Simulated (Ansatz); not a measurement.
What pressure 60 GPa does to SiC

Take SiC in the wurtzite structure (space group P6_3mc, No. 186; a = 3.0759 Å, c = 5.0477 Å) as the base.

It is then changed as follows: cell and atoms relaxed at a pressure of 60 GPa.

Level of theory: PBEsol, PAW, 420 eV (Ansatz, an electronic-structure program; no spin-orbit coupling). Γ-centred 12×12×7 mesh, Fermi–Dirac width 0.05 eV.

Volume per atom: 8.57 Å³ (base 10.34 Å³)
Density: 3.89 g/cm³ (base 3.22 g/cm³)
Lattice parameter a: 2.891 Å (base 3.076 Å)
c/a ratio: 1.637 (base 1.641)
Shortest interatomic distance: 1.769 Å (base 1.883 Å)
Enthalpy H = E + PV relative to the base's energy: +3.49 eV/atom
Band gap: 1.77 eV (base 2.12 eV)
Gap character: indirect, Γ → K (base indirect, Γ → K)
Smallest direct gap: 4.22 eV (base 3.86 eV)
Width of the top valence band: 4.48 eV (base 3.93 eV)
Electron mass: 0.24 mₑ along c, 0.39 mₑ across (at K) (base 0.26 mₑ along c, 0.43 mₑ across (at K))
Valence-band top at Γ (three highest levels, from the VBM): 0.00, 0.00, -0.09 eV (base 0.00, 0.00, -0.11 eV)
Valley order (the lowest conduction-band minima on the path, energy above the VBM, named in the base's zone): K (1/3, 1/3, 0) 1.77 eV; M (1/2, 0, 0) 2.98 eV

Final structure:

```
CELL_PARAMETERS angstrom
      2.89086     0.00000     0.00000
     -1.44543     2.50356     0.00000
      0.00000     0.00000     4.73374
ATOMIC_POSITIONS crystal
  Si 0.66667 0.33333 0.00058
  Si 0.33333 0.66667 0.50058
  C  0.66667 0.33333 0.62462
  C  0.33333 0.66667 0.12462
```

Cost of the whole job for the changed cell (relaxation, final SCF and bands): about 23 core-seconds (a rough figure).

Load acts through the strain it causes; cell and atoms are relaxed under it. Masses are band curvatures over ±0.01 Å⁻¹ around the edge. No phonon test of stability was made. Competing high-pressure phases were not computed.
